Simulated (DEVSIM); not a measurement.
System: Pd/Al2O3/p-Ge capacitor, at 300 K.

Layer 1 from the left is Al2O3, thickness (nm) 19.0. Layer 2 from the left is Ge, thickness (nm) 410, Na (cm⁻³) 2.1e18.

Metal gate on the left, work function 5.2 eV. Fixed charge at the semiconductor interface -1.92e12 cm⁻² (in units of +e); no interface traps.

This is a model device: material constants are rounded textbook-type values typed into the input, and sizes, dopings and lifetimes were drawn at random. Values at 300 K.

Al2O3: gap (eV) 6.8, affinity (eV) 1.35, permittivity 9. Ge: gap (eV) 0.664, affinity (eV) 4, permittivity 16, Nc (cm⁻³) 1.04e19, Nv (cm⁻³) 6e18.

DEVSIM, 1D Poisson equation in equilibrium, Boltzmann statistics, complete ionisation; no quantum confinement or tunnelling. Metal contacts follow the ideal Schottky-Mott rule: no Fermi-level pinning, no interface dipoles.

**Question.** What does the simulation give for the minimum of the low-frequency capacitance, the flat-band voltage?

**Answer.** minimum of the low-frequency capacitance 0.266 μF/cm²; flat-band voltage 1.30 V.
